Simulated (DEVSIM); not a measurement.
Device: abrupt Si p-n junction, at 300 K.

Layer 1 from the left is Si, thickness (μm) 71.0, Na (cm⁻³) 3.2e17, τn (s) 4.5e-5, τp (s) 4.5e-5. Layer 2 from the left is Si, thickness (μm) 2.20, Nd (cm⁻³) 1.1e15, τn (s) 4.5e-5, τp (s) 4.5e-5.

Left contact: ohmic. Right contact: ohmic. Voltage is applied to the left contact. Recombination: SRH at mid-gap, radiative. Mobility is constant in doping.

Constants are typed, rounded textbook-type inputs, not results; the design itself was drawn at random and stands for no fabricated device. Values at 300 K.

Si: gap (eV) 1.124, affinity (eV) 4.05, permittivity 11.7, Nc (cm⁻³) 2.86e19, Nv (cm⁻³) 3.1e19, μn (cm²/Vs) 1417, μp (cm²/Vs) 470, B (cm³/s) 4.7e-15.

Model (solved in DEVSIM): 1D drift-diffusion, Boltzmann statistics, complete ionisation; no tunnelling, impact ionisation, image-force lowering or self-heating.

Question: What does the simulation give for the dark forward voltage at 1 A/cm², the potential step across the device at zero bias?

Answer: dark forward voltage at 1 A/cm² 0.535 V; potential step across the device at zero bias 0.743 V.
